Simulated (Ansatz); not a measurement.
**PbSe under a change: Pb → Os**

Start from PbSe in the rock salt structure (space group Fm-3m, No. 225; a = 6.2177 Å).

The change: Os takes the place of Pb on all its sites, then cell and atoms are relaxed.

Level of theory: PBE in Ansatz (plane waves to 420 eV, PAW, without spin-orbit coupling), earlier PAW set. Settings: 16×16×16 k-points, 0.05 eV Fermi–Dirac smearing, for the changed cell.

```
quantity                                  base          changed        shift
-----------------------------  ---------------  ---------------  -----------
volume per atom                       30.05 Å³         17.25 Å³    -12.80 Å³
density                             7.91 g/cm³      12.96 g/cm³  +5.05 g/cm³
space group                    Fm-3m (No. 225)  Fm-3m (No. 225)            –
shortest interatomic distance       5.875 bohr       4.883 bohr  -0.992 bohr
band gap                               0.44 eV             zero            –
```

Spin-orbit coupling, missing from the scalar runs, can matter with Pb. No phonon test of stability was made. As relaxed here, OsSe is a hypothetical phase, not in the database extracts checked. All final runs are without spin polarisation. OsSe has a high density of states at the Fermi level and may be magnetic at this level.

Ansatz is an electronic-structure program.
